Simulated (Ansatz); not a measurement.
**Defect calculation: P interstitial in zinc-blende GaP**

Level of theory: PBE, PAW (plane waves to 420 eV; Ansatz, a quantum-chemistry and plane-wave program). The supercell holds 64 host sites (2×2×2 repeats of the unit cell), with a 2×2×2 shifted k-point sampling for the final energies. Site at the start: void with 4P nearest. Finite-size correction: monopole term and site-potential alignment. Dielectric constants: PBE linear response of the host. Host gap at this level: 1.57 eV. These values are not converged in cell size to better than tenths of an eV. Levels are measured in PBE's own, too narrow, gap. Spin–orbit coupling is left out. Each state is the lowest found from its start.

Formation energies E_f are given with the Fermi level at the valence-band maximum. Chemical conditions: Ga-rich (Δμ(P) = -0.86 eV; only phases computed here count, gases as isolated molecules at 0 K); P-rich (Δμ(P) = 0.00 eV; only phases computed here count, gases as isolated molecules at 0 K). Reference phases: P: black phosphorus.

The name describes the start; the neighbours show where the atoms ended.

Charges from +2 to −2 were run; one beyond them could lie lower near a band edge.

```tsv
charge	moment (μB)	largest move off a lattice site (Å)	neighbours of the last P atom of the defect at the end (Å)	image correction with alignment (eV)	E_f, Ga-rich (eV)	E_f, P-rich (eV)	above the lowest spin state (eV)
+2†	1.0	0.22	P 2.29, P 2.29, P 2.29, Ga 2.67, Ga 2.67, Ga 2.67, P 3.00	0.80	–	–	0.00
+1	not spin-polarised	1.15	P 2.08, Ga 2.34, Ga 2.65, Ga 2.65, P 3.03, P 3.17, P 3.17	0.28	4.16	3.29	0.00
+1	0.0	1.15	P 2.08, Ga 2.34, Ga 2.65, Ga 2.65, P 3.03, P 3.17, P 3.17	0.28	4.16	3.29	0.00
0	1.0	0.91	P 2.13, Ga 2.25, Ga 2.75, Ga 2.76, P 2.83, P 3.11, P 3.11	0.00	4.44	3.58	0.00
−1	not spin-polarised	1.19	P 2.16, Ga 2.27, Ga 2.31, Ga 2.91, P 3.02, P 3.17, P 3.21	-0.02	5.26	4.40	0.00
−2*	quenched	1.18	P 2.15, Ga 2.27, Ga 2.31, Ga 2.93, P 3.02, P 3.17, P 3.22	–	–	–	0.00
```

* At this level the carrier isn't localised at the defect: at charge −2 electrons occupy the conduction band. Such a state is shallow or no state of the defect, and this cell gives it no level.

† Not settled in this cell, so no level is given: charge +2: level within 0.1 eV of a band edge or past it.

Starting moments that weren't kept: charge +1 began with 2 μB and ended with 0.0; charge −2 began with 1 μB and ended with 0.0.

Transition levels above the valence-band maximum: ε(+1/0) = 0.29 eV; ε(0/−1) = 0.82 eV. On the lower envelope of the bound states, inside the gap: (+1/0) at 0.29 eV; (0/−1) at 0.82 eV.

Flagged in the runs: a strain field that reaches the edge of the cell.
